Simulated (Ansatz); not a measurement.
Worked sum: formation energy of the neutral 2 Si_i + V_Si in SiC (4H, P6₃mc)

We look at the formation energy of the neutral 2 Si_i + V_Si in SiC (4H, P6₃mc). Reaction: Si (diamond) + 64 SiC (4H) → cell A.

A: a supercell of 128 sites of SiC (4H, P6₃mc) with one empty Si site amid 4 C; two times Si off the lattice sites (3 C at 1.80–2.01 Å and 3 Si at 2.14–2.36 Å); the closest two of these centres are 1.2 Å apart, the farthest 2.1 Å; spin state with PBE: run without spin.

Ansatz (a first-principles code) with PAW potentials; structures come from PBE relaxations, nuclei static, no net charge. Ansatz runs with its default PAW set. Other levels take these structures. The lattices are those relaxed with PBE, so at other levels the solids can be strained. Larger cells are relaxed from a start prepared with the learned potential CHGNet till forces fall under 0.03 eV/Å, which some starts already meet. A dispersion term (D3(BJ), or D4 for r2SCAN) was computed beside these levels and is taken off wherever the name lacks it. The PAW files were made for PBE and serve at the other functionals too. Space groups of crystals are read within 0.01 Å. Mesh and cell size may move defect energies by 0.1 eV or more. The value holds for the reservoirs listed; other chemical potentials shift it. Cell A has symmetry Cm within 0.02 Å and got no random move, so less symmetric positions, which may lie lower, weren't tried.

Total energies of the cells in eV, at zero smearing width. They compare only within one column; the weights balance every element.

```json
[
 {"cell": "A: SiC:2 Si_i + V_Si", "atoms": "129", "weight": "+1", "r2SCAN": "-57674.24654"},
 {"cell": "Si (diamond)", "atoms": "2", "weight": "−1/2", "r2SCAN": "-1278.13039"},
 {"cell": "SiC (4H)", "atoms": "128", "weight": "−1", "r2SCAN": "-57045.09749"}
]
```

r2SCAN: (-57674.24654) − 1/2 × (-1278.13039) − (-57045.09749) = 9.916 eV.
